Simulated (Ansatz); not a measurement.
The reference is NaI in the rock salt structure (space group Fm-3m, No. 225; a = 6.460 Å).

Level of theory: Kohn–Sham DFT with the r2SCAN functional, run in Ansatz (a first-principles code) with PAW and 500 eV plane waves, without spin-orbit coupling.

For the base:

The lattice parameter a comes out as 6.460 Å and the band gap comes out as 4.45 eV. The electron mass is 0.28 mₑ (at Γ) and the gap character comes out as direct at Γ.

It is then changed as follows: a hydrostatic pressure of 15 GPa.

How does this affect the lattice parameter a, band gap, electron mass and gap character?

The lattice parameter a shrinks by 0.742 Å, from 6.460 Å to 5.718 Å; the band gap goes up by 0.61 eV, from 4.45 eV to 5.06 eV; the electron mass goes from 0.28 mₑ (at Γ) to 1.1 mₑ along k, 0.27 mₑ across (at X); the gap character changes from direct at Γ to indirect, Γ → X.

Spin-orbit coupling, missing from the scalar runs, can matter with I. Load acts through the strain it causes; cell and atoms are relaxed under it. Masses are band curvatures over ±0.01 Å⁻¹ around the edge. Along k means along the line from Γ to the band edge. No phonon test of stability was made. Competing high-pressure phases were not computed.
